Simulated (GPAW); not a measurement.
## Input and output of a self-consistent single point for Au (Fm-3m, 1 atom in the cell) (GPAW)

Level of theory: PBEsol, GPAW PAW datasets PBEsol (made by gpaw-setup) (plane waves; GPAW 25.7.0).

Input:

```python
from ase import Atoms
from ase.units import GPa
from gpaw import GPAW

atoms = Atoms(['Au'],
              cell=[[0.000000, 2.033880, 2.033880],
                    [2.033880, 0.000000, 2.033880],
                    [2.033880, 2.033880, 0.000000]],
              scaled_positions=[[0.000000, 0.000000, 0.000000]],
              pbc=True)

calc = GPAW(mode={'name': 'pw', 'ecut': 600},
            xc='PBEsol',
            kpts={'size': (12, 12, 12), 'gamma': True},
            occupations={'name': 'fermi-dirac', 'width': 0.1},
            nbands=-7,
            convergence={'forces': 0.001},
            symmetry={'symmorphic': False, 'tolerance': 0.0005},
            maxiter=150)

atoms.calc = calc

energy = atoms.get_potential_energy()
print('Energy (eV):', round(energy, 6))
forces = atoms.get_forces()
print('Forces (eV/Ang):')
print(forces.round(5))
stress = atoms.get_stress()
print('Stress (GPa, Voigt):', (stress / GPa).round(4))
```

The program printed (abridged):

```
Input parameters:
  convergence: {forces: 0.001}
  kpts: {gamma: True,
         size: (12, 12, 12)}
  maxiter: 150
  mode: {ecut: 600,
         name: pw}
  nbands: -7
  occupations: {name: fermi-dirac,
                width: 0.1}
  symmetry: {symmorphic: False,
             tolerance: 0.0005}
  xc: PBEsol

species:
  Au:
    name: Gold
    Z: 79.0
    valence: 11
    core: 68
    charge: 0.0
    file: Au.PBEsol.gz

    # Using partial waves for Au as LCAO basis

Reference energy: -516455.655722  # eV

Spin-paired calculation

Convergence criteria:
 Maximum [total energy] change in last 3 cyles: 0.0005 eV / valence electron
 Maximum integral of absolute [dens]ity change: 0.0001 electrons / valence electron
 Maximum integral of absolute [eigenst]ate change: 4e-08 eV^2 / valence electron
 Maximum change in the atomic [forces] across last 2 cycles: 0.001 eV/Ang OR
Maximum error relative to the maximum force is below inf
 Maximum number of scf [iter]ations: 150

Symmetries present (total): 48
Symmetries with fractional translations: 0
1728 k-points: 12 x 12 x 12 Monkhorst-Pack grid + [1/24,1/24,1/24]
72 k-points in the irreducible part of the Brillouin zone
       k-points in crystal coordinates                weights
   0:    -0.00000000   -0.00000000   -0.00000000          1/1728
   1:     0.08333333    0.08333333   -0.00000000          6/1728
   2:     0.08333333    0.08333333    0.08333333          8/1728
   [... 7 lines left out ...]
          ...
  71:     0.50000000    0.50000000    0.50000000          4/1728

Wave functions: Plane wave expansion
  Cutoff energy: 600.000 eV
  Number of coefficients (min, max): 537, 588
  Pulay-stress correction: 0.000000 eV/Ang^3 (de/decut=0.000000)

Occupation numbers: Fermi-Dirac:
  width: 0.1000  # eV

Eigensolver

Densities:
  Coarse grid: 18*18*18 grid
  Fine grid: 36*36*36 grid
  Total Charge: 0.000000

Density mixing:
  Method: separate
  Backend: pulay
  Linear mixing parameter: 0.05
  old densities: 5
  Damping of long wavelength oscillations: 50

Hamiltonian:
  XC and Coulomb potentials evaluated on a 36*36*36 grid
  External potential:
    NoExternalPotential

XC parameters: PBEsol with 2 nearest neighbor stencil

Number of atoms: 1
Number of atomic orbitals: 9
Number of bands in calculation: 12
Number of valence electrons: 11
Bands to converge: occupied

Density initialized from atomic densities
  9 bands from LCAO basis set
  3 bands from random numbers

Atomic positions and initial magnetic moments

Positions:
   0 Au     0.000000    0.000000    0.000000    ( 0.0000,  0.0000,  0.0000)

Unit cell:
           periodic     x           y           z      points  spacing
  1. axis:    yes    0.000000    2.033880    2.033880    18     0.1305
  2. axis:    yes    2.033880    0.000000    2.033880    18     0.1305
  3. axis:    yes    2.033880    2.033880    0.000000    18     0.1305

  Lengths:   2.876341   2.876341   2.876341
  Angles:   60.000000  60.000000  60.000000

Effective grid spacing dv^(1/3) = 0.1424

     iter     time        total  log10-change:
                         energy   eigst   dens  force
iter:   1 --:--:--    -4.148211
iter:   2 --:--:--    -4.084905   -2.25  -1.30
iter:   3 --:--:--    -3.840985   -1.86  -1.33
iter:   4 --:--:--    -3.825422   -3.71  -2.00
iter:   5 --:--:--    -3.818244   -3.14  -2.07
iter:   6 --:--:--    -3.818194   -4.57  -3.09
iter:   7 --:--:--    -3.818190c  -5.72  -3.15
iter:   8 --:--:--    -3.818153c  -5.57  -3.15
iter:   9 --:--:--    -3.818146c  -6.47  -3.74
iter:  10 --:--:--    -3.818146c  -7.40c -3.78
iter:  11 --:--:--    -3.818146c  -7.92c -4.07c
iter:  12 --:--:--    -3.818146c  -7.77c -4.19c -23.34c

Converged after 12 iterations.

Dipole moment: (-0.000000, -0.000000, -0.000000) |e|*Ang

Energy contributions relative to reference atoms: (reference = -516455.655722)

Kinetic:         -8.100872
Potential:       +6.787717
External:        +0.000000
XC:              -2.652174
Entropy (-ST):   -0.013083
Local:           +0.153725
SIC:             +0.000000
--------------------------
Free energy:     -3.824688
Extrapolated:    -3.818146

Showing only first 2 kpts
 Kpt  Band  Eigenvalues  Occupancy
  0     3      5.23508    2.00000
  0     4      6.79454    2.00000
  0     5      6.79454    2.00000
  0     6     25.80704    0.00000

  1     3      5.38466    2.00000
  1     4      6.61502    2.00000
  1     5      6.86840    2.00000
  1     6     26.14844    0.00000

Fermi level: 9.95863

No gap
No difference between direct/indirect transitions
Energy (eV): -3.818146

Forces in eV/Ang:
  0 Au    0.00000   -0.00000   -0.00000

Stress tensor:
    -0.031642    -0.000000     0.000000
    -0.000000    -0.031642    -0.000000
     0.000000    -0.000000    -0.031642
Stress (GPa, Voigt): [-5.0696 -5.0696 -5.0696 -0.      0.     -0.    ]
```

The run converged in 12 iterations. GPAW prints stress with tension positive.

The starting cell has typed, rounded lattice constants, without a prior relaxation at this level. Its lattice was rescaled by up to half a per cent. Spin-orbit coupling is off. With a pressure of about 5 GPa the cell is away from its equilibrium volume at this level.
